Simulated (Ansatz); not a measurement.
Take HfN in the rock salt structure (space group Fm-3m, No. 225; a = 4.502 Å) as the base.

Levels (all Ansatz, a first-principles code, PAW): PBEsol (420 eV, spin-orbit coupling left out); PBEsol+SOC (420 eV, noncollinear with spin-orbit coupling).

The geometry is relaxed with PBEsol.

| Property | Value |
|---|---|
| PBEsol pressure | 0.0 GPa |

How does going to PBEsol+SOC change the pressure?

The pressure goes from zero to -0.4 GPa.

Single points use the geometry relaxed with PBEsol. Differences between runs with and without spin-orbit coupling are approximate. Stability against distortions was not tested. The runs without spin-orbit coupling are not spin-polarised. An odd electron count without spin: HfN.
